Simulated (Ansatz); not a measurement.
CaAlHO2 (model structure, started from the SrVO2H type, P4/mmm, No. 123, 5 atoms in the cell), treated with PBEsol (Ansatz, a first-principles code, PAW).

Settings: plane-wave cutoff 520 eV, 10×10×10 k mesh, Fermi–Dirac smearing 0.01 eV, scalar-relativistic PAW data made under PBE.

The cell is the one relaxed with PBEsol. Conventional cell: a = 3.7281 Å, b = 3.7281 Å, c = 3.4483 Å, α = 90.00°, β = 90.00°, γ = 90.00°.

```yaml
crystal:
  lattice:
    - [3.72805, 0.00000, 0.00000]
    - [0.00000, 3.72805, 0.00000]
    - [0.00000, 0.00000, 3.44832]
  atoms:
    - { symbol: Ca, position: [0.50000, 0.50000, 0.50000] }
    - { symbol: Al, position: [0.00000, 0.00000, 0.00000] }
    - { symbol: O, position: [0.50000, 0.00000, 0.00000] }
    - { symbol: O, position: [0.00000, 0.50000, 0.00000] }
    - { symbol: H, position: [0.00000, 0.00000, 0.50000] }
```

Task: List the 15 lowest band energies at Γ above −25 eV (eV, relative to the valence band maximum), grouping those that round alike.

Result: At Γ: -19.91 (×2), -19.74, -18.30, -16.41, -4.97 (×2), -4.64, -2.87, -1.30, -0.98 (×2), 4.64, 5.01, 5.85.

Note: the relaxation could raise the start's symmetry but not lower it, so the cell can be a saddle point.

A model structure was made by putting elements into a prototype or built by hand; it is no filed structure, need not be a known phase, and can be a saddle point held by its symmetry.
